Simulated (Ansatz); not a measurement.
# Effect of isotropic strain +3.00 % on PbTe

Take PbTe in the rock salt structure (space group Fm-3m, No. 225; a = 6.4421 Å) as the base.

It is then changed as follows: an isotropic linear strain of +3.00 %, atoms relaxed at fixed cell.

Calculations: PBEsol, PAW, 420 eV (Ansatz, a quantum-chemistry and plane-wave program; without spin-orbit coupling). Γ-centred 9×9×9 mesh, Fermi–Dirac width 0.05 eV.

| quantity | base | changed | shift |
|---|---|---|---|
| volume per atom | 33.42 Å³ | 36.52 Å³ | +3.10 Å³ |
| space group | Fm-3m (No. 225) | Fm-3m (No. 225) | – |
| shortest interatomic distance | 3.221 Å | 3.318 Å | +0.097 Å |
| energy relative to the base (free energy F) | 0 meV/atom | +34 meV/atom | +34 meV/atom |
| pressure | 0.01 GPa | -3.25 GPa | -3.254 GPa |
| band gap | 0.65 eV | 0.81 eV | +0.169 eV |
| gap character | direct at L | direct at L | – |
| mean gap deformation potential ΔEg/Δln V | – | +1.9 eV | – |
| width of the top valence band | 2.86 eV | 2.35 eV | -0.51 eV |
| electron mass | 0.26 mₑ along k, 0.098 mₑ across (at L) | 0.31 mₑ along k, 0.10 mₑ across (at L) | – |
| hole mass | 0.38 mₑ along k, 0.073 mₑ across (at L) | 0.51 mₑ along k, 0.100 mₑ across (at L) | – |
| valley order (the lowest conduction-band minima on the path, energy above the VBM, named in the base's zone) | L along ⟨111⟩ 0.65 eV; a point along ⟨110⟩, about 0.6 Å⁻¹ from Γ 1.25 eV; a point along ⟨100⟩, about 0.3 Å⁻¹ from Γ 1.70 eV | L along ⟨111⟩ 0.81 eV; a point along ⟨110⟩, about 0.6 Å⁻¹ from Γ 1.35 eV; a point along ⟨100⟩, about 0.3 Å⁻¹ from Γ 1.80 eV | – |

Final structure:

```yaml
crystal:
  lattice:
    - [0.00000, 3.31768, 3.31768]
    - [3.31768, 0.00000, 3.31768]
    - [3.31768, 3.31768, 0.00000]
  atoms:
    - { symbol: Te, position: [0.50000, 0.50000, 0.50000] }
    - { symbol: Pb, position: [0.00000, 0.00000, 0.00000] }
```

Spin-orbit coupling, missing from the scalar runs, can matter with Pb and Te. Masses are band curvatures over ±0.01 Å⁻¹ around the edge. Along k means along the line from Γ to the band edge. No phonon test of stability was made.
